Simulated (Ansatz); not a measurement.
## By hand: formation energy of TiCo (CsCl type, Pm-3m) from the elements

Consider the formation energy of TiCo (CsCl type, Pm-3m) from the elements. Reaction: Ti (hcp) + Co (hcp) → TiCo (CsCl type). Negative: the products are lower in energy. The value is per atom of the solid.

TiCo (CsCl type, Pm-3m), 2 atoms in the cell; spin state with PBE: net moment 0.8 μB a cell. Conventional cell: a = b = c = 2.985 Å, α = β = γ = 90.00°.

Co (hcp, P6₃/mmc), 2 atoms in the cell; spin state with PBE: parallel moments, net moment 3.2 μB a cell.

Method: Ansatz (a quantum-chemistry and plane-wave program), PAW, neutral cells at 0 K with nuclei at rest, on structures from PBE. Ansatz runs with its default PAW set. A dispersion term (D3(BJ), or D4 for r2SCAN) was computed beside these levels and is taken off wherever the name lacks it. No search over spin orders was made beyond those shown. Where moments are parallel, another order may lie lower.

Total energies of the cells in eV, at zero smearing width. They compare only within one column; the weights balance every element.

| cell | atoms | weight | PBE |
|---|---|---|---|
| TiCo (CsCl type) | 2 | +2 | -7626.62166 |
| Ti (hcp) | 2 | −1 | -4999.33129 |
| Co (hcp) | 2 | −1 | -10252.30278 |

PBE: 2 × (-7626.62166) − (-4999.33129) − (-10252.30278) = -1.609 eV; dividing by 4 atoms gives -0.40 eV/atom.

What follows from the PBE value: A formula unit of TiCo has 2 atoms, so it forms with -0.4023 × 2 = -0.805 eV, or -77.7 kJ/mol at 96.485 kJ/mol per eV.
